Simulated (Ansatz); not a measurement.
## ZrO2 under a change: isotropic strain +1.39 %

Take ZrO₂ (space group Pca2_1, No. 29; a = 5.257 Å, b = 5.050 Å, c = 5.070 Å) as the base.

Now apply this change: every lattice vector is stretched by 1.39 %; the atoms relax in the strained cell.

Computed with PBEsol (Ansatz, a first-principles code), no spin-orbit coupling. Γ-centred 5×5×5 mesh, Fermi–Dirac width 0.05 eV.

The volume per atom increases by 0.47 Å³, from 11.22 Å³ to 11.69 Å³ and the space group is still Pca2_1 (No. 29). The shortest interatomic distance goes up by 0.016 Å (2.035 Å → 2.051 Å) and the energy increases by 12 meV/atom. The pressure (mean of the normal stresses, compression positive) drops by 7.75 GPa to -7.76 GPa and the band gap drops by 0.07 eV to 3.79 eV. The gap character becomes indirect, Γ → k = (0.200, 0.400, 0.400) in the run's primitive reciprocal basis (base: indirect, Γ → Y) and the smallest direct gap remains 3.97 eV. The width of the top valence band remains 0.83 eV and the valence-band top at Γ (three highest levels, from the VBM) goes from 0.00, -0.11, -0.25 eV to 0.00, -0.11, -0.28 eV. The largest internal atomic displacement amounts to 0.068 Å.

Semilocal Kohn–Sham gaps tend to fall short of experiment. Whether these cells are dynamically stable was not tested. This is not the structure that ZrO2 has at room temperature and ambient pressure.
